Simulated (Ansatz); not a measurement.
# SrB6 under a change: pressure 3 GPa

Consider SrB6 (space group Pm-3m, No. 221; a = 4.173 Å).

Now apply this change: cell and atoms relaxed at a pressure of 3 GPa.

Computed with Ansatz (a quantum-chemistry and plane-wave program) PBEsol, no spin-orbit coupling. k-mesh 8×8×8 (Γ-centred); smearing 0.05 eV (Fermi–Dirac).

| quantity | base | changed | shift |
|---|---|---|---|
| volume per atom | 10.38 Å³ | 10.18 Å³ | -0.20 Å³ |
| density | 3.49 g/cm³ | 3.55 g/cm³ | +0.067 g/cm³ |
| lattice parameter a | 4.173 Å | 4.146 Å | -0.0265 Å |
| shortest interatomic distance | 1.692 Å | 1.678 Å | -0.014 Å |
| enthalpy H = E + PV relative to the base's energy | – | +0.19 eV/atom | – |
| band gap | zero | zero | – |

Final structure:

```
CELL_PARAMETERS angstrom
      4.14613     0.00000     0.00000
      0.00000     4.14613     0.00000
      0.00000     0.00000     4.14613
ATOMIC_POSITIONS crystal
  Sr 0.00000 0.00000 0.00000
  B  0.20240 0.50000 0.50000
  B  0.79760 0.50000 0.50000
  B  0.50000 0.20240 0.50000
  B  0.50000 0.79760 0.50000
  B  0.50000 0.50000 0.20240
  B  0.50000 0.50000 0.79760
```

Cost of the whole job for the changed cell (relaxation, final SCF and bands): very roughly 25 core-seconds.

Load acts through the strain it causes; cell and atoms are relaxed under it. Whether these cells are dynamically stable was not tested. All final runs are without spin polarisation. Gaps under 0.05 eV, about the width of the smearing, are given as zero. A zero or small gap of SrB6 can be the functional's error rather than a property of the material.
